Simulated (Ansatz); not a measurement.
F on the 1x1 (110) surface of bcc Mo, one in a 1x1 cell, energies for each (7.1 Å²). Energies are against ½ F2(g), without zero-point or thermal terms; each row is named by its start.

Calculation: PBE (plane waves to 420 eV, PAW; Ansatz, an electronic-structure program).

Slab: 5 atoms, 6.5 Å thick at the start under the adsorbate (thin: gaps and levels are the slab's own); k 12x12x1, smearing 0.1 eV, dipole-corrected; 2 atoms held, the rest relaxed; each run with such symmetry as its start has; no spin, no spin-orbit, no U, no dispersion correction.

A negative adsorption energy means that the adsorbate is more stable on the surface than in its reference. Heights count from the host atoms within 0.3 Å of the top one.

```json
[
 {"starting site": "top Mo", "E_ads (eV)": "-3.43", "height (Å)": "1.86", "nearest host atom (Å)": "Mo 1.86", "bonded to": "Mo", "Δ work function (eV)": "3.16", "lateral drift (Å)": "0.0"},
 {"starting site": "hollow Mo-Mo-Mo", "E_ads (eV)": "-3.72", "height (Å)": "1.49", "nearest host atom (Å)": "Mo 2.10", "bonded to": "3 Mo", "Δ work function (eV)": "1.00", "lateral drift (Å)": "0.1"},
 {"starting site": "bridge Mo-Mo (span 2.7 Å)", "E_ads (eV)": "-3.75", "height (Å)": "1.58", "nearest host atom (Å)": "Mo 2.09", "bonded to": "2 Mo", "Δ work function (eV)": "1.85", "lateral drift (Å)": "0.0"},
 {"starting site": "bridge Mo-Mo (span 3.2 Å)", "E_ads (eV)": "-3.28", "height (Å)": "1.52", "nearest host atom (Å)": "Mo 2.20", "bonded to": "2 Mo", "Δ work function (eV)": "1.51", "lateral drift (Å)": "0.0"}
]
```
